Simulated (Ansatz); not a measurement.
# YN: pressure series

Base system: YN in the rock salt structure (space group Fm-3m, No. 225).

```
YN
1.0
    0.00000     2.45292     2.45292
    2.45292     0.00000     2.45292
    2.45292     2.45292     0.00000
Y N
1 1
Direct
  0.00000   0.00000   0.00000
  0.50000   0.50000   0.50000
```

Cell and atoms are relaxed at each pressure.

Method: PBE (Ansatz, a first-principles code), no spin-orbit coupling.

```csv
pressure (GPa),volume per atom (Å³/atom)
-2,14.949
-1,14.852
0,14.759
0.3,?
0.7,14.695
1.5,14.623
3,14.494
5,14.330
7.5,14.137
```

Q: Fit the third-order Birch–Murnaghan form P(V) = (3B₀/2)[(V₀/V)^(7/3) − (V₀/V)^(5/3)]·[1 + (3/4)(B₀′ − 4)((V₀/V)^(2/3) − 1)] (squares taken in P) to the rows shown and predict the withheld row.

A: Least squares on the printed values gives V₀ = 14.759 Å³/atom, B₀ = 160 GPa, B₀′ = 4.0; this predicts 14.731 Å³/atom, and the run gives 14.732 Å³/atom, in agreement.

Load acts through the strain it causes; cell and atoms are relaxed under it. Whether these cells are dynamically stable was not tested. No other phases were tried under pressure. The base started in P3_121 and relaxed to Fm-3m at this level.
